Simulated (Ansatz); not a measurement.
The reference is SrTiO3 (space group I4/mcm, No. 140; a = 5.4873 Å, c = 7.8087 Å).

All numbers come from PBEsol (Ansatz, a first-principles code, PAW, no spin-orbit coupling).

One change was made to it. Results:

The band gap goes up by 0.11 eV (1.97 eV → 2.08 eV); the shortest interatomic distance shrinks by 0.0228 Å to 1.927 Å.

Which change produced these results?
A) pressure 7.5 GPa
B) pressure 0.7 GPa
C) pressure −2 GPa
D) pressure 3 GPa

A, pressure 7.5 GPa. For comparison, the band gap in the other runs: pressure 0.7 GPa gives 1.98 eV; pressure −2 GPa gives 1.94 eV; pressure 3 GPa gives 2.02 eV.

Load acts through the strain it causes; cell and atoms are relaxed under it. Whether these cells are dynamically stable was not tested. No other phases were tried under pressure. The final runs are not spin-polarised. This is not the structure that SrTiO3 has at room temperature and ambient pressure.
